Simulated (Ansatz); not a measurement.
## Bi2Se3 in the Bi2Te3 type structure (space group R-3m, No. 166)

Space group R-3m, hexagonal axes (No. 166); a = 4.1448 Å, b = 4.1448 Å, c = 29.2682 Å, α = 90.00°, β = 90.00°, γ = 120.00°

| atom | site | symmetry | x | y | z |
|---|---|---|---|---|---|
| Bi | 6c | 3m | 0.0000 | 0.0000 | 0.3994 |
| Se | 3a | -3m | 0.0000 | 0.0000 | 0.0000 |
| Se | 6c | 3m | 0.0000 | 0.0000 | 0.2142 |
(The calculation used a cell of 5 atoms; values per cell refer to that cell.)

Level of theory: r2SCAN+rVV10/PAW in Ansatz (an electronic-structure program), without spin-orbit coupling, earlier PAW set. Settings: 9×9×9 k-points, 0.05 eV Fermi–Dirac smearing.

```json
{
 "volume_per_atom": "29.03 Å³",
 "density": "7.49 g/cm³",
 "band_gap": "0.60 eV, direct at Γ",
 "electron_mass": "0.46 mₑ along c, 0.11 mₑ across",
 "hole_mass": "0.39 mₑ along c, 0.24 mₑ across",
 "total_energy": "-8250.542 eV/atom (σ→0; compares only within this code and set-up)"
}
```

With Bi present, leaving out spin-orbit coupling can change the band edges. Masses are band curvatures over ±0.01 Å⁻¹ around the edge. Whether these cells are dynamically stable was not tested.
